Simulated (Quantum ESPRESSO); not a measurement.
Worked example: self-consistent single point of LaPt₃ (P4mm, 4 atoms in the cell) in Quantum ESPRESSO.

Level of theory: LDA (PZ), GBRV 1.5 ultrasoft (LDA) pseudopotentials (plane waves; Quantum ESPRESSO 7.5).

```yaml
crystal:
  lattice:
    - [4.19336, 0.00000, 0.00000]
    - [0.00000, 4.19336, 0.00000]
    - [0.00000, 0.00000, 4.19336]
  atoms:
    - { symbol: La, position: [0.00000, 0.00000, 0.01192] }
    - { symbol: Pt, position: [0.00000, 0.50000, 0.50000] }
    - { symbol: Pt, position: [0.50000, 0.00000, 0.50000] }
    - { symbol: Pt, position: [0.50000, 0.50000, 0.00000] }
```

Reference input (self-consistent single point, DFT, LDA (PZ), plane waves, GBRV 1.5 ultrasoft (LDA) pseudopotentials): ecutwfc = 40 Ry; ecutrho = 320 Ry; occupations = smearing; smearing = gaussian; degauss = 0.0073499 Ry; potentials = {La: la_lda_v1.uspp.F.UPF, Pt: pt_lda_v1.4.uspp.F.UPF}; K_POINTS = automatic 4 4 4 0 0 0; conv_thr = 1e-10 Ry; mixing_beta = 0.5. This run's input differs from it in these lines:

```diff
@@ -13,5 +13,3 @@
    ecutrho = 320
-   occupations = 'smearing'
-   smearing = 'gaussian'
-   degauss = 0.0073499
+   occupations = 'tetrahedra_opt'
 /
@@ -34,3 +32,3 @@
 K_POINTS {automatic}
-4 4 4  0 0 0
+6 6 6  0 0 0
```

The program printed (abridged):

```
     Self-consistent Calculation

     iteration #  1     ecut=    40.00 Ry     beta= 0.50

     negative rho (up, down):  5.019E-01 0.000E+00

     total energy              =    -724.70697960 Ry
     estimated scf accuracy    <      16.82556397 Ry

     iteration #  2     ecut=    40.00 Ry     beta= 0.50

     negative rho (up, down):  5.166E-01 0.000E+00

     total energy              =    -732.97414786 Ry
     estimated scf accuracy    <      22.08397898 Ry

     iteration #  3     ecut=    40.00 Ry     beta= 0.50

     negative rho (up, down):  5.189E-01 0.000E+00

     total energy              =    -734.83077472 Ry
     estimated scf accuracy    <       2.06553572 Ry

   [... 95 blocks of this kind left out ...]

     iteration # 99     ecut=    40.00 Ry     beta= 0.50

     negative rho (up, down):  5.704E-01 0.000E+00

     total energy              =    -734.85654904 Ry
     estimated scf accuracy    <       0.00001031 Ry

     iteration #100     ecut=    40.00 Ry     beta= 0.50

     negative rho (up, down):  5.704E-01 0.000E+00

     total energy              =    -734.85654912 Ry
     estimated scf accuracy    <       0.00000002 Ry
     End of self-consistent calculation

     convergence NOT achieved after 100 iterations: stopping

   JOB DONE.
```

The run ended unconverged after 100 iterations.  The full log also holds: “c_bands:  2 eigenvalues not converged”.

The starting cell comes from a database of computed structures (which also holds hypothetical and non-ambient phases and stackings), without a prior relaxation at this level. Its lattice was rescaled by up to half a per cent. One atom was moved a little off its site on purpose. Spin-orbit coupling is off.

Cost on one core of a shared machine: roughly 10 min.
